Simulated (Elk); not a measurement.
Elk run on Zr (P6_3/mmc, 2 atoms in the cell): self-consistent single point.

Computed with PBE, spin-orbit coupling in second variation, all-electron FP-LAPW, Elk's shipped species files, APW+lo basis with extra local orbitals run with Elk 10.2.4.

```
CELL_PARAMETERS angstrom
      3.20587     0.00000     0.00000
     -1.60293     2.77636     0.00000
      0.00000     0.00000     5.11895
ATOMIC_POSITIONS crystal
  Zr 0.33333 0.66667 0.25000
  Zr 0.66667 0.33333 0.75000
```

Reference input (self-consistent single point, DFT, PBE, all-electron FP-LAPW, Elk's shipped species files, APW+lo basis with extra local orbitals): xctype = 20; rgkmax = 7.5; swidth = 0.00367493 Ha; ngridk = 16 16 9; gmaxvr = 16 1/bohr; nxlo = 2; lorbcnd = true; lmaxi = 3; maxscl = 100. This run's input differs from it in these lines:

```diff
@@ -5,2 +5,5 @@
   20
+
+spinorb
+  .true.
 
@@ -20,2 +23,5 @@
   3
+
+nempty
+  10
```

Output (repeated stretches shortened):

```
│ Self-consistent loop started │
│ Loop number : 1 │
 total energy                :     -7201.39070118
 total moment                :   0.7456073567E-19  0.2686327834E-19 -0.2534451774E-18
│ Loop number : 2 │
 total energy                :     -7201.42882471
 total moment                :   0.8167087920E-19  0.4447305543E-19 -0.2535643848E-18
RMS change in Kohn-Sham potential (target) :   0.7434376350E-01 (  0.1000000000E-05)
Absolute change in total energy (target)   :   0.3812352586E-01 (  0.1000000000E-03)
│ Loop number : 3 │
 total energy                :     -7201.39066774
   [... lines left out ...]
 total energy                :     -7198.57248875
 total moment                :   0.3776364013E-19  0.9857660013E-20 -0.2251410447E-18
RMS change in Kohn-Sham potential (target) :   0.1195473893E-06 (  0.1000000000E-05)
Absolute change in total energy (target)   :   0.2644263323E-03 (  0.1000000000E-03)
│ Loop number : 13 │
 total energy                :     -7198.57249046
 total moment                :   0.7407856167E-19  0.4044230991E-19 -0.2178146563E-18
RMS change in Kohn-Sham potential (target) :   0.7406631730E-07 (  0.1000000000E-05)
Absolute change in total energy (target)   :   0.6439524623E-04 (  0.1000000000E-03)
Convergence targets achieved

│ Loop number : 14 │

Energies :
 Fermi                       :     0.341626745650
 xc effective B-field        :    -0.253826838428E-08
 external B-field            :      0.00000000000
 total energy                :     -7198.57249180
 (external B-field energy excluded from total)

Density of states at Fermi energy :    54.60645836
 (states/Hartree/unit cell)

Estimated indirect band gap :   0.7908776527E-03
 from k-point    115 to k-point    101
Estimated direct band gap   :   0.3312557560E-02
 at k-point    150

Charges :
 core                        :    56.00000000
 valence                     :    24.00000000
 interstitial                :    4.044582777
 muffin-tins (core leakage)
  species :    1 (Zr)
   atom    1                 :    37.97770861     (  0.2879973771E-05)
   [... lines left out ...]
 muffin-tins
  species :    1 (Zr)
   atom    1                 :   0.5737381085E-20  0.6718016863E-20 -0.4102526836E-20
   atom    2                 :   0.5737381085E-20  0.6718016863E-20 -0.4102526836E-20
 total in muffin-tins        :   0.1147476217E-19  0.1343603373E-19 -0.8205053672E-20
 total moment                :   0.8900851113E-19  0.4672299549E-19 -0.2410762686E-18

│ Self-consistent loop stopped │
```

The run converged in 14 iterations. The count includes the last loop, which Elk runs after its targets are met. 

The starting cell comes from a database of computed structures (which also holds hypothetical and non-ambient phases and stackings), without a prior relaxation at this level. Its lattice was rescaled by a random factor within 2.5 % of one. Values depend on the basis (sphere radii, cutoffs, local orbitals), which need not be converged. The log's line on a gap gives a spacing of levels on this mesh, which the program prints for metals too.

Cost on one core of a shared machine: roughly 3 min.
